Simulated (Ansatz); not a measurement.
# hypothetical fluorite MoS2 with two functionals, pressure 3 GPa

Base system: MoS2 in the fluorite structure (space group Fm-3m, No. 225; a = 5.948 Å; ferromagnetic; a hypothetical phase, not in the database extracts checked).

(Cell as relaxed with PBE.)

Levels (all Ansatz, a quantum-chemistry and plane-wave program, PAW): PBE (420 eV, without spin-orbit coupling); PBEsol (420 eV, spin-orbit coupling left out).

Each level relaxes its own structure.

```csv
base,PBE,PBEsol
volume per atom,17.54 Å³,16.71 Å³
lattice parameter a,5.948 Å,5.853 Å
band gap,zero,zero
largest site moment,1.37 μB,1.16 μB
```

It is then changed as follows: cell and atoms relaxed at a pressure of 3 GPa.

| quantity | PBE | PBEsol |
|---|---|---|
| magnetic state | ferromagnetic | ferromagnetic |
| lattice parameter a | 5.901 Å | 5.805 Å |
| largest site moment | 1.32 μB | 1.04 μB |

PBE's lattice parameter a lies 0.096 Å above PBEsol's (1.7 %); PBE's largest site moment lies 0.28 μB above PBEsol's; the two agree on the magnetic state. Neither level is exact; PBEsol is the comparison here, not a measurement.

The magnetic state is the one reached from the starting moments; the real material's order can differ, and small cells can't hold many antiferromagnetic ones. Load acts through the strain it causes; cell and atoms are relaxed under it. No phonon test of stability was made.
